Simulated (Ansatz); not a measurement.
**A computed series for Ti: pressure series**

The reference is Ti in the hcp (Mg type) structure (space group P6_3/mmc, No. 194; a = 2.9391 Å, c = 4.6502 Å).

Cell and atoms are relaxed at each pressure.

Method: Ansatz (an electronic-structure program), PBE, PAW, cutoff 420 eV, no spin-orbit coupling.

Notes on the quantities. enthalpy: H = E + PV relative to the base's energy.

| case | density | enthalpy |
|---|---|---|
| base | 4.57 g/cm³ | – |
| pressure −2 GPa | 4.49 g/cm³ | -0.22 eV/atom |
| pressure −1 GPa | 4.53 g/cm³ | -0.11 eV/atom |
| pressure 0.9 GPa | 4.61 g/cm³ | +0.10 eV/atom |
| pressure 2.1 GPa | 4.65 g/cm³ | +0.23 eV/atom |
| pressure 4.5 GPa | 4.75 g/cm³ | +0.48 eV/atom |
| pressure 9 GPa | 4.91 g/cm³ | +0.94 eV/atom |
| pressure 15 GPa | 5.10 g/cm³ | +1.54 eV/atom |
| pressure 22.5 GPa | 5.33 g/cm³ | +2.25 eV/atom |
| pressure 30 GPa | 5.54 g/cm³ | +2.93 eV/atom |

Load acts through the strain it causes; cell and atoms are relaxed under it. Whether these cells are dynamically stable was not tested. No other phases were tried under pressure. All final runs are without spin polarisation.
